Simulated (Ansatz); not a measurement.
The reference is MgS in the rock salt structure (space group Fm-3m, No. 225).

```
MgS
1.0
    0.00000     2.59098     2.59098
    2.59098     0.00000     2.59098
    2.59098     2.59098     0.00000
S Mg
1 1
Direct
  0.00000   0.00000   0.00000
  0.50000   0.50000   0.50000
```

Cartesian axes are those of the cell as printed.

Levels (all Ansatz, a first-principles code, PAW): PBEsol (420 eV, scalar-relativistic without spin-orbit coupling); HSE06 (420 eV, no spin-orbit coupling).

Its gap is 2.73 eV with PBEsol and 3.83 eV with HSE06.

Now apply this change: uniaxial stress, 3 GPa compression along z, with the cell and atoms free to relax against it.

With PBEsol the gap becomes 2.63 eV.

Q: If the HSE06 correction stayed the same, what would the HSE06 gap be, and what does the HSE06 run give?

A: A rigid correction of +1.10 eV gives 3.73 eV. The HSE06 run gives 3.74 eV, so the two effects roughly add.

Single points use the geometry relaxed with PBEsol. The hybrid gap comes from the SCF mesh plus the semilocal run's edge points and a few special points and is an upper bound. Load acts through the strain it causes; cell and atoms are relaxed under it. Stability under load was not tested beyond the relaxation.
